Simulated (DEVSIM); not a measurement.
**abrupt Ge p-n junction**

Structure: abrupt Ge p-n junction, at 300 K.

```tsv
layer (left to right)	material	thickness (μm)	Nd (cm⁻³)	Na (cm⁻³)	τn (s)	τp (s)
1	Ge	2.30	-	2.4e17	0.00042	0.00042
2	Ge	0.610	6.4e17	-	0.00042	0.00042
```

Left contact: ohmic. Right contact: ohmic. Voltage is applied to the left contact. Recombination: SRH at mid-gap. Mobility is μmin + (μ − μmin)/(1 + (N/Nref)^α).

Constants are typed, rounded textbook-type inputs, not results; the design itself was drawn at random and stands for no fabricated device. Values at 300 K.

```
parameter           Ge
-------------  -------
gap (eV)         0.664
affinity (eV)        4
permittivity        16
Nc (cm⁻³)      1.04e19
Nv (cm⁻³)         6e18
μn (cm²/Vs)       3900
μp (cm²/Vs)       1900
μn,min             150
μp,min             100
Nref,n          2.6e17
Nref,p            4e17
αn                0.56
αp                 0.6
```

Simulated with DEVSIM: 1D drift-diffusion, Boltzmann statistics, complete ionisation; no tunnelling, impact ionisation, image-force lowering or self-heating.

| Quantity | Result |
|---|---|
| Potential step across the device at zero bias | 0.509 V |
| Largest field in the device at zero bias | 130000 V/cm |
| Dark forward voltage at 1 A/cm² | 0.236 V |
| Dark forward voltage at 100 A/cm² | 0.355 V |

Dark forward current:

```json
[
 {"V (V)": "0.05", "J (A/cm²)": "0.00066"},
 {"V (V)": "0.10", "J (A/cm²)": "0.0052"},
 {"V (V)": "0.15", "J (A/cm²)": "0.036"},
 {"V (V)": "0.20", "J (A/cm²)": "0.25"},
 {"V (V)": "0.25", "J (A/cm²)": "1.7"},
 {"V (V)": "0.30", "J (A/cm²)": "12"},
 {"V (V)": "0.35", "J (A/cm²)": "83"},
 {"V (V)": "0.40", "J (A/cm²)": "550"},
 {"V (V)": "0.45", "J (A/cm²)": "3100"}
]
```
